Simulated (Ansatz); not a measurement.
P (model structure, started from the lonsdaleite type, P6₃/mmc, No. 194, 4 atoms in the cell) was calculated with G0W0@PBEsol+SOC (Ansatz, a first-principles code, plane waves, hard PAW, contour deformation, complete-basis limit, spin–orbit shift from PBEsol).

Run with largest k mesh 9×9×2 (not extrapolated in the mesh).

Cell (relaxed with PBEsol):

```yaml
crystal:
  lattice:
    - [3.24563, 0.00000, 0.00000]
    - [-1.62282, 2.81080, 0.00000]
    - [0.00000, 0.00000, 11.33871]
  atoms:
    - { symbol: P, position: [0.33333, 0.66667, 0.05472] }
    - { symbol: P, position: [0.66667, 0.33333, 0.55472] }
    - { symbol: P, position: [0.66667, 0.33333, 0.94528] }
    - { symbol: P, position: [0.33333, 0.66667, 0.44528] }
```

Predict the band gap.


- band gap: 2.34 eV

Note: spin–orbit coupling enters as the shift of the gap found with a semilocal functional; the relaxation could raise the start's symmetry but not lower it, so the cell can be a saddle point.

The result took roughly 90 core-minutes.

A model structure was made by putting elements into a prototype or built by hand; it is no filed structure, need not be a known phase, and can be a saddle point held by its symmetry.
